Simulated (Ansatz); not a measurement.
Refining one setting for Li₂SnHgS₄ (I-42m, 8 atoms in the cell)

```
CELL_PARAMETERS angstrom
     -2.75700     2.75700     5.41553
      2.75700    -2.75700     5.41553
      2.75700     2.75700    -5.41553
ATOMIC_POSITIONS crystal
  Li 0.25000 0.75000 0.50000
  Li 0.75000 0.25000 0.50000
  Hg 0.00000 0.00000 0.00000
  S  0.37700 0.88700 0.00000
  S  0.11300 0.11300 0.49000
  S  0.62300 0.62300 0.51000
  S  0.88700 0.37700 0.00000
  Sn 0.50000 0.50000 0.00000
```

Method of the run: PBE (plane waves, PAW; Ansatz, a first-principles code).

The starting cell was generated: these elements placed on a structure prototype, without a prior relaxation; it need not be a known phase or ordering of this composition. Its lattice was rescaled by a random factor within 2.5 % of one. Spin-orbit coupling is off. In the base run, with a pressure of about 7 GPa the cell is away from its equilibrium volume at this level. In the base run, forces exceed 1 eV/Å. Ansatz's pressure includes its estimate of the finite-basis (Pulay) stress.

Held fixed: kpoints.mp_grid.grid = 5 5 5; hamiltonian.xc = pbe; hamiltonian.pseudopotentials = {kind: paw} (the program's default PAW files); scf.occupations.method = cold; scf.occupations.width = 0.05 eV.

ΔF is the free energy per atom less that of the last row (840 eV).

The first pressure column holds Ansatz's estimate of the finite-basis (Pulay) stress, which hides part of the cutoff error; the other is without it.

The series runs over basis.ecutwfc = 170 eV; 210 eV; 250 eV; 295 eV; 335 eV; 380 eV; 420 eV; 485 eV; 545 eV; 630 eV; 735 eV; 840 eV.

From which setting on does the largest force stay within 0.01 eV/Å of the last one?

From basis.ecutwfc = 335 eV on; the one before it is off by 0.023 eV/Å. The value it settles on is 1.680 eV/Å at this level of theory and with the other settings as held.

From which setting on does the gap on the mesh stay within 0.02 eV of the last one?

From basis.ecutwfc = 210 eV on; the one before it is off by 0.14 eV. The value it settles on is 1.339 eV at this level of theory and with the other settings as held.

| basis.ecutwfc | ΔF (meV/atom) | pressure (GPa) | largest force (eV/Å) | gap on the mesh (eV) | pressure at a fixed set of plane waves (GPa) | plane waves | iterations |
|---|---|---|---|---|---|---|---|
| 170 eV | 6521.4 | 9.61 | 2.050 | 1.197 | -199.17 | 811 | 9 |
| 210 eV | 1493.6 | 7.56 | 1.739 | 1.356 | -54.48 | 1129 | 8 |
| 250 eV | 299.3 | 7.93 | 1.743 | 1.349 | -8.60 | 1469 | 7 |
| 295 eV | 38.1 | 7.57 | 1.703 | 1.343 | 4.73 | 1911 | 6 |
| 335 eV | 5.6 | 7.47 | 1.683 | 1.341 | 7.04 | 2301 | 6 |
| 380 eV | 1.50 | 7.44 | 1.679 | 1.339 | 7.39 | 2801 | 6 |
| 420 eV | 0.86 | 7.43 | 1.680 | 1.339 | 7.40 | 3219 | 6 |
| 485 eV | 0.30 | 7.42 | 1.680 | 1.339 | 7.41 | 3967 | 6 |
| 545 eV | 0.13 | 7.42 | 1.680 | 1.339 | 7.42 | 4821 | 6 |
| 630 eV | 0.06 | 7.42 | 1.680 | 1.339 | 7.42 | 5927 | 6 |
| 735 eV | 0.02 | 7.42 | 1.680 | 1.339 | 7.42 | 7487 | 6 |
| 840 eV | 0.00 | 7.42 | 1.680 | 1.339 | 7.42 | 9101 | 6 |

The gap is read on the k-point mesh of the run and can differ from the gap over the whole zone at this level.

Keys are those of Ansatz 0.2.
